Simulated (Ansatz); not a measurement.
Take CaC2 (space group C2/m, No. 12; a cell from a computed database, its experimental status unchecked) as the base.

```xyz
6
Lattice="3.5341 -1.8885 0.0000 3.5341 1.8885 0.0000 -2.1335 0.0000 7.0308" Properties=species:S:1:pos:R:3 pbc="T T T"
Ca     4.0422     0.0000     5.2970
Ca     0.8926     0.0000     1.7338
C     -0.6393     0.0000     3.9756
C      5.5740     0.0000     3.0552
C      3.0609     0.0000     0.4145
C      1.8738     0.0000     6.6163
```

Cartesian axes are those of the cell as printed.

Now apply this change: biaxial strain +1.57 %, plane normal [001], relaxed out of plane (Cartesian); in-plane vectors clamped, the third vector and the atoms free.

Levels (all Ansatz, a program for electronic structure, PAW): PBEsol (420 eV, scalar-relativistic without spin-orbit coupling); r2SCAN (500 eV, scalar-relativistic without spin-orbit coupling); HSE06 (420 eV, no spin-orbit coupling).

One geometry, relaxed with PBEsol, under each level:

| level | band gap | lowest conduction level above the VBM at special points | pressure |
|---|---|---|---|
| PBEsol | 2.00 eV | L₂ 2.00 eV; Γ 3.00 eV; V₂ 3.07 eV; D 3.47 eV | -0.72 GPa |
| r2SCAN | 2.46 eV | L₂ 2.46 eV; Γ 3.46 eV; V₂ 3.53 eV; D 3.95 eV | 0.36 GPa |
| HSE06 | 3.43 eV | L₂ 3.43 eV; Γ 4.54 eV; V₂ 4.55 eV | – |

Single points use the geometry relaxed with PBEsol. Their cutoffs differ, which shifts pressures a little. HSE06 gaps are upper bounds (no full band path). No phonon test of stability was made.
